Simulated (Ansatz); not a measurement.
The starting structures come from a database of crystals and need not be the phases stable at ambient conditions.

Given:

```yaml
crystal:
  lattice:
    - [3.86549, 0.00000, 0.00000]
    - [0.00000, 3.86549, 0.00000]
    - [0.00000, 0.00000, 5.45561]
  atoms:
    - { symbol: Al, position: [0.50000, 0.50000, 0.50000] }
    - { symbol: Ga, position: [0.00000, 0.00000, 0.00000] }
    - { symbol: P, position: [0.00000, 0.50000, 0.25039] }
    - { symbol: P, position: [0.50000, 0.00000, 0.74961] }
```

Space group of this cell: P-4m2. The cell is taken as given.

Calculation: PBEsol (plane waves, PAW; Ansatz, a first-principles code).

The current runs along the normal of the first two printed vectors; no spin-orbit coupling. Scaled by the factor s: both lengths across the current (ions clamped). Meshes 8×8×6 and 8×8 across the current in all rows.

| s | mean pressure (GPa) | slowest mid-gap decay constant κ (1/Å) |
|---|---|---|
| 0.98 | 3.4 | ? |
| 1.00 | -0.3 | 0.156 |
| 1.02 | -3.4 | 0.136 |

### Question
Take the slope of the slowest mid-gap decay constant κ against ln s from the two given rows, extrapolate to s = 0.98, and say what the run there gives.

### Answer
Slope = (0.136 − 0.156) / ln 1.02 = -1.01 1/Å. The line gives 0.156 + (-1.01) × ln 0.98 = 0.176 1/Å. The run gives 0.169 1/Å, 0.007 1/Å under the line, 36 % of the predicted step.
